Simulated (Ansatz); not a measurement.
Base system: CdS in the zinc blende structure (space group F-43m, No. 216).

CdS is modelled in the cubic space group F-43m (No. 216), the zinc blende structure, Pearson symbol cF8. Cell: a = 5.878 Å, b = 5.878 Å, c = 5.878 Å, α = 90.00°, β = 90.00°, γ = 90.00°. S on 4c sees 4 Cd at 2.545 Å (tetrahedral). Cd on 4a sees 4 S at 2.545 Å (tetrahedral). (Neighbours: up to the widest gap in distance over summed covalent radii, below 1.35, at either atom; cation-cation and far metal-metal contacts left out.)
(The calculation used a cell of 2 atoms; values per cell refer to that cell.)

Level of theory: Kohn–Sham DFT with the r2SCAN functional, run in Ansatz (a program for electronic structure) with PAW and 500 eV plane waves, scalar-relativistic without spin-orbit coupling.

Base values:

The gap between the host's bands is 1.54 eV and the gap character is direct at Γ.

Perturbation: hole doping at 5.0×10^20 cm⁻³ (0.0254 per cell), with a uniform compensating background at fixed cell and a 300 K Fermi–Dirac width.

**Question.** What does the calculation give for the gap between the host's bands after the change?

**Answer.** The gap between the host's bands goes up by 0.02 eV, from 1.54 eV to 1.56 eV.

**Question.** How does this affect the Fermi level from band edge?

**Answer.** The Fermi level relative to the doped band's edge (positive inside the band; to 0.05 eV) is +0.10 eV.

**Question.** Estimate the effect on the gap character.

**Answer.** The gap character remains direct at Γ.

Charged cell with a jellium background: band edges are those of the host's band count, energies are not comparable with the neutral cell, and many-body gap narrowing is missing. Whether these cells are dynamically stable was not tested.
